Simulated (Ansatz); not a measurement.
Start from TaN in the rock salt structure (space group Fm-3m, No. 225; a = 4.375 Å; relaxed with 0.1 eV smearing). Axes: x, y, z lie along the cube axes.

All numbers come from Ansatz (an electronic-structure program), PBEsol, PAW, cutoff 420 eV, scalar-relativistic without spin-orbit coupling, earlier PAW set.

Strains are applied to the cell and any free atomic positions relax; under biaxial strain the out-of-plane vector relaxes too.

One change was made to it. Results:

```tsv
quantity	base	after
pressure	0.0 GPa	8.0 GPa
energy relative to the base (free energy F)	0 meV/atom	+5.4 meV/atom
band gap	zero	zero
```

Question: Which change produced these results?
A. biaxial strain −4.05 %, plane normal [001], relaxed out of plane
B. isotropic strain −0.71 %
C. uniaxial strain ε_yy = −1.22 %

Answer: B, isotropic strain −0.71 %. For comparison, the energy relative to the base in the other runs: biaxial strain −4.05 %, plane normal [001], relaxed out of plane gives +108 meV/atom; uniaxial strain ε_yy = −1.22 % gives +4.1 meV/atom.

Stability against distortions was not tested. All final runs are without spin polarisation. This is not the structure that TaN has at room temperature and ambient pressure.
